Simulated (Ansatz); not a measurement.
The parent structure is BP in the zinc blende structure (space group F-43m, No. 216; a = 4.491 Å). Axes: x, y, z lie along the cube axes.

All numbers come from plane-wave PAW DFT at the LDA level (Ansatz, a first-principles code, 420 eV), spin-orbit coupling left out.

Before the change:

```
Item                            Result
-----------------------------  -------
Band gap                       1.14 eV
Shortest interatomic distance  1.944 Å
Smallest direct gap            3.43 eV
```

Now apply this change: the cell is compressed by 2.50 % along z with no lateral relaxation; the atoms relax in the strained cell.

Problem. What does the calculation give for the band gap, shortest interatomic distance and smallest direct gap after the change?

Solution. The band gap shrinks by 0.418 eV (1.14 eV → 0.73 eV); the shortest interatomic distance shrinks by 0.016 Å (1.944 Å → 1.928 Å); the smallest direct gap shrinks by 0.21 eV (3.43 eV → 3.22 eV).

Stability against distortions was not tested.
